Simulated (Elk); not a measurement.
Elk run on CrB (Cmcm, 4 atoms in the cell): self-consistent single point.

Method of the run: PBEsol, all-electron FP-LAPW, Elk's shipped species files, default APW+lo basis run with Elk.

The change in words: lattice scaled by 0.98. Reference geometry:
```xyz
4
Lattice="1.4517 -3.8991 0.0000 1.4517 3.8991 0.0000 0.0000 0.0000 2.9019" Properties=species:S:1:pos:R:3 pbc="T T T"
Cr     1.4517    -2.7654     2.1765
Cr     1.4517     2.7654     0.7255
B      1.4517    -0.5064     2.1765
B      1.4517     0.5064     0.7255
```

Reference input (self-consistent single point, DFT, PBEsol, all-electron FP-LAPW, Elk's shipped species files, default APW+lo basis): xctype = 22; swidth = 0.00367493 Ha; ngridk = 8 8 8; rmtscf = 0.86; maxscl = 100. This run's input differs from it in these lines:

```diff
@@ -16,8 +16,8 @@
 scale
-  7.862430337
+  7.705181488
 
 avec
-    0.3489132302   -0.9371550340    0.0000000000
-    0.3489132302    0.9371550340    0.0000000000
-    0.0000000000    0.0000000000    0.6974803581
+    0.3489132167   -0.9371550390    0.0000000000
+    0.3489132167    0.9371550390    0.0000000000
+    0.0000000000    0.0000000000    0.6974803801
```

Output (repeated stretches shortened):

```
│ Self-consistent loop started │
│ Loop number : 1 │
 total energy                :     -2122.25853935
│ Loop number : 2 │
 total energy                :     -2123.36448676
RMS change in Kohn-Sham potential (target) :    5.517405919     (  0.1000000000E-05)
Absolute change in total energy (target)   :    1.105947416     (  0.1000000000E-03)
│ Loop number : 3 │
 total energy                :     -2122.58290255
RMS change in Kohn-Sham potential (target) :    5.423131418     (  0.1000000000E-05)
Absolute change in total energy (target)   :   0.5050973619     (  0.1000000000E-03)
│ Loop number : 4 │
   [... lines left out ...]
Absolute change in total energy (target)   :   0.1294864096E-03 (  0.1000000000E-03)
│ Loop number : 17 │
 total energy                :     -2149.29951646
RMS change in Kohn-Sham potential (target) :   0.1527398313E-05 (  0.1000000000E-05)
Absolute change in total energy (target)   :   0.8755281715E-04 (  0.1000000000E-03)
│ Loop number : 18 │
 total energy                :     -2149.29949663
RMS change in Kohn-Sham potential (target) :   0.3271100286E-06 (  0.1000000000E-05)
Absolute change in total energy (target)   :   0.2051192496E-05 (  0.1000000000E-03)
Convergence targets achieved

│ Loop number : 19 │

Energies :
 Fermi                       :     0.513212343920
 total energy                :     -2149.29949196

Density of states at Fermi energy :    67.60763537
 (states/Hartree/unit cell)

Estimated indirect band gap :   0.3460034582E-03
 from k-point     54 to k-point     77
Estimated direct band gap   :   0.3608378800E-02
 at k-point     84

Charges :
 core                        :    24.00000000
 valence                     :    34.00000000
 interstitial                :    6.393357811
 muffin-tins (core leakage)
  species :    1 (Cr)
   atom    1                 :    22.23176419     (  0.1311359910E-08)
   atom    2                 :    22.23176419     (  0.1311359910E-08)
  species :    2 (B)
   atom    1                 :    3.571556907     (  0.4132923545E-03)
   atom    2                 :    3.571556907     (  0.4132923545E-03)
 total in muffin-tins        :    51.60664219
 total calculated charge     :    58.00745721
 total charge                :    58.00000000
 error                       :   0.7457209011E-02

│ Self-consistent loop stopped │
```

The run converged in 19 iterations. The count includes the last loop, which Elk runs after its targets are met. Against the reference run the free energy goes up by 29.0 meV/atom.

The starting cell comes from a database of computed structures (which also holds hypothetical and non-ambient phases and stackings), without a prior relaxation at this level. For this run, on top of that: lattice scaled by 0.98. Spin polarisation is off. Values depend on the basis (sphere radii, cutoffs, local orbitals), which need not be converged. The log's line on a gap gives a spacing of levels on this mesh, which the program prints for metals too.

Cost on one core of a shared machine: roughly 90 s.
